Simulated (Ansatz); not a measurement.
SiC (model structure, started from the GeS type, Pnma, No. 62, 8 atoms in the cell) was calculated with LDA (PAW; Ansatz, a quantum-chemistry and plane-wave program).

Excerpt of the program's output:

```
Crystal: 8 atoms, lattice volume = 92.320 Å³
Basis set: ecut = 520 eV, 2481 PW (Γ), exchange–correlation on 90×48×80 points (8 copies of the dense FFT grid, shifted against one another)
Bands: 24, of which v1, the nominal top of the filled ones, is band 16 counted from 1 (15 counted from 0)
Symmetry: 8 space group operations
Space group: Pnma (ITA 62), of the structure as read, at distance tolerance 4.5e-5 Å
k-points: 450 of 2304
Functional: x = slater, c = lda
SCF iter   1: F=—  HF=-3407.070515 eV  |F-HF|=—  |Δ(HF+E_count)|=         —  Δρ=6.31e-3  dr2=2.81e-2
SCF iter   2: F=—  HF=-3407.064323 eV  |F-HF|=—  |Δ(HF+E_count)|=   6.19e-3  Δρ=3.02e-3  dr2=3.66e-3
  ...
SCF iter   6: F=—  HF=-3407.063404 eV  |F-HF|=—  |Δ(HF+E_count)|=   3.10e-8  Δρ=1.67e-6  dr2=1.17e-9
SCF iter   7: F=-3407.063404 eV  HF=-3407.063404 eV  |F-HF|=2.73e-11  |Δ(HF+E_count)|=  4.80e-10  Δρ=2.25e-7  dr2=4.90e-11
SCF 1 converged in 7 iterations: F = -3407.063404 eV  dr2 = 4.90e-11
SCF converged after 7 iterations
Free energy (F): -3407.063404 eV
Internal energy: -3407.063404 eV  (E = F + TS)
E sigma→0 (E₀):  -3407.063404 eV
Fermi energy:    9.038384 eV
--- Stress (GPa, compression-positive) ---
        0.012561      -0.000000      -0.000000
       -0.000000      -0.008398       0.000000
       -0.000000       0.000000       0.002096
  P = ⅓ Tr σ = 0.0021 GPa (0.021 kbar)
```

Task: Write an input file that could have produced this run (the log leaves some choices open).

Result: This is not unique; one that fits is 
Ansatz 0.2 input:
```yaml
crystal:
  lattice:
    - [5.7586960995, 0.0, 0.0]
    - [0.0, 3.1060916924, 0.0]
    - [0.0, 0.0, 5.1612802153]
  atoms:
    - { symbol: Si, position: [0.1596327448, 0.25, 0.403763245] }
    - { symbol: Si, position: [0.3403672552, 0.75, 0.903763245] }
    - { symbol: Si, position: [0.8403672552, 0.75, 0.596236755] }
    - { symbol: Si, position: [0.6596327448, 0.25, 0.096236755] }
    - { symbol: C, position: [0.8236823663, 0.25, 0.3971032321] }
    - { symbol: C, position: [0.6763176337, 0.75, -0.1028967679] }
    - { symbol: C, position: [0.1763176337, 0.75, 0.6028967679] }
    - { symbol: C, position: [0.3236823663, 0.25, 1.1028967679] }
basis:
  ecutwfc: 520
  ecutrho_ratio: 4
  xc_grid: 2
kpoints:
  mp_grid: { grid: [8, 18, 16] }
  band_path:
    path:
      - [0.0, 0.0, 0.0]
      - [0.1, 0.0, 0.0]
      - [0.2, 0.0, 0.0]
      - [0.3, 0.0, 0.0]
      - [0.4, 0.0, 0.0]
      - [0.5, 0.0, 0.0]
      - [0.5, 0.05, 0.0]
      - [0.5, 0.1, 0.0]
      - [0.5, 0.15, 0.0]
      - [0.5, 0.2, 0.0]
      - [0.5, 0.25, 0.0]
      - [0.5, 0.3, 0.0]
      - [0.5, 0.35, 0.0]
      - [0.5, 0.4, 0.0]
      - [0.5, 0.45, 0.0]
      - [0.5, 0.5, 0.0]
      - [0.4, 0.5, 0.0]
      - [0.3, 0.5, 0.0]
      - [0.2, 0.5, 0.0]
      - [0.1, 0.5, 0.0]
      - [0.0, 0.5, 0.0]
      - [0.0, 0.45, 0.0]
      - [0.0, 0.4, 0.0]
      - [0.0, 0.35, 0.0]
      - [0.0, 0.3, 0.0]
      - [0.0, 0.25, 0.0]
      - [0.0, 0.2, 0.0]
      - [0.0, 0.15, 0.0]
      - [0.0, 0.1, 0.0]
      - [0.0, 0.05, 0.0]
      - [0.0, 0.0, 0.1]
      - [0.0, 0.0, 0.2]
      - [0.0, 0.0, 0.3]
      - [0.0, 0.0, 0.4]
      - [0.0, 0.0, 0.5]
      - [0.1, 0.0, 0.5]
      - [0.2, 0.0, 0.5]
      - [0.3, 0.0, 0.5]
      - [0.4, 0.0, 0.5]
      - [0.5, 0.0, 0.5]
      - [0.5, 0.05, 0.5]
      - [0.5, 0.1, 0.5]
      - [0.5, 0.15, 0.5]
      - [0.5, 0.2, 0.5]
      - [0.5, 0.25, 0.5]
      - [0.5, 0.3, 0.5]
      - [0.5, 0.35, 0.5]
      - [0.5, 0.4, 0.5]
      - [0.5, 0.45, 0.5]
      - [0.5, 0.5, 0.5]
      - [0.4, 0.5, 0.5]
      - [0.3, 0.5, 0.5]
      - [0.2, 0.5, 0.5]
      - [0.1, 0.5, 0.5]
      - [0.0, 0.5, 0.5]
      - [0.0, 0.45, 0.5]
      - [0.0, 0.4, 0.5]
      - [0.0, 0.35, 0.5]
      - [0.0, 0.3, 0.5]
      - [0.0, 0.25, 0.5]
      - [0.0, 0.2, 0.5]
      - [0.0, 0.15, 0.5]
      - [0.0, 0.1, 0.5]
      - [0.0, 0.05, 0.5]
      - [0.5, 0.0, 0.1]
      - [0.5, 0.0, 0.2]
      - [0.5, 0.0, 0.3]
      - [0.5, 0.0, 0.4]
      - [0.0, 0.5, 0.1]
      - [0.0, 0.5, 0.2]
      - [0.0, 0.5, 0.3]
      - [0.0, 0.5, 0.4]
      - [0.5, 0.5, 0.1]
      - [0.5, 0.5, 0.2]
      - [0.5, 0.5, 0.3]
      - [0.5, 0.5, 0.4]
    npoints: 1
hamiltonian:
  xc: lda
  dispersion: none
  pseudopotentials: { kind: paw }
scf:
  occupations: { method: fermi_dirac, width: 0.05 }
  convergence: { dr2_threshold: 0.0000000008 }
output:
  forces: true
  stress: true
  eigenvalues: true
  write_bands: true
```

The PAW data were made under PBE.

Note: the relaxation could raise the start's symmetry but not lower it, so the cell can be a saddle point.

It cost around 80 core-seconds (rough) of CPU time.

A model structure was made by putting elements into a prototype or built by hand; it is no filed structure, need not be a known phase, and can be a saddle point held by its symmetry.
